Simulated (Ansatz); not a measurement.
Ga (within 0.1 Å of Cmcm, No. 63, 2 atoms in the cell; start mp-10021; another form than the element's usual one), treated with PBEsol in Ansatz (PAW).

Settings: plane-wave cutoff 520 eV, 20×16×14 k mesh (along the axes of the cell as run), Fermi–Dirac smearing 0.05 eV, scalar-relativistic PAW data made under PBE.

Cell (relaxed at this level):

```cif
data_Ga2
_chemical_formula_sum 'Ga2'
_space_group_name_H-M_alt 'P 1'
_space_group_IT_number 1
_cell_length_a 2.73951
_cell_length_b 3.29320
_cell_length_c 4.20908
_cell_angle_alpha 90.000
_cell_angle_beta 109.103
_cell_angle_gamma 90.000
loop_
_space_group_symop_operation_xyz
  'x, y, z'
loop_
_atom_site_label
_atom_site_type_symbol
_atom_site_fract_x
_atom_site_fract_y
_atom_site_fract_z
_atom_site_occupancy
Ga1 Ga 0.86768 0.25000 0.23260 1
Ga2 Ga 0.13232 0.75000 0.76740 1
```

**Question.** Estimate the bulk modulus B0 that the calculation returns.

**Answer.** 
- bulk modulus B0: 59.8 GPa

The run finds no gap.

Note: the bulk modulus is −V dP/dV from two relaxed cells at ±2 % in volume.

The computed numbers hold no vibrational or temperature effects.

Computing time: very roughly 4 core-minutes.

A start named mp-… is a Materials Project structure, which need not be a measured phase.

Ansatz is an electronic-structure program.
